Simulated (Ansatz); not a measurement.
**GaAs under load (space group I-4m2): band-edge transport data**

```xyz
2
Lattice="0.0000 2.8774 2.6873 2.8774 0.0000 2.6873 2.8774 2.8774 0.0000" Properties=species:S:1:pos:R:3 pbc="T T T"
Ga     0.0000     0.0000     0.0000
As     1.4387     1.4387     1.3437
```

All values below come from r2SCAN with spin-orbit coupling, rigid bands (plane waves, PAW; Ansatz, a first-principles code). Condition of this run: uniaxial stress along [001] of 3.6 GPa (compression positive) (the target of the relaxation). Geometry: cell and atoms relaxed with PBEsol, then loaded as said.

band gap: 0.82 eV
electron conductivity mass (300 K, dilute): 0.069 (x), 0.069 (y), 0.059 (z) mₑ
hole conductivity mass (300 K, dilute): 0.34 (x), 0.34 (y), 0.098 (z) mₑ
effective density of states N_c (300 K): 4.0e17 cm⁻³
effective density of states N_v (300 K): 2.3e18 cm⁻³
density-of-states mass, electrons: 0.063 mₑ
density-of-states mass, holes: 0.20 mₑ
Seebeck coefficient, n-type 1e19 cm⁻³, 300 K: -125 μV/K
best n-type power factor at 300 K for τ = 10 fs (best axis; densities from 1e16 to 1e21 cm⁻³ tried, whether or not they can be reached): 18.6 μW/(cm·K²) at 3e20 cm⁻³
Seebeck coefficient, p-type 1e19 cm⁻³, 300 K: 145 μV/K

Rigid bands; masses and Seebeck coefficients take one relaxation time τ for all states and one kind of carrier; polarons and phonon drag are left out. Geometry: cell and atoms relaxed with PBEsol.
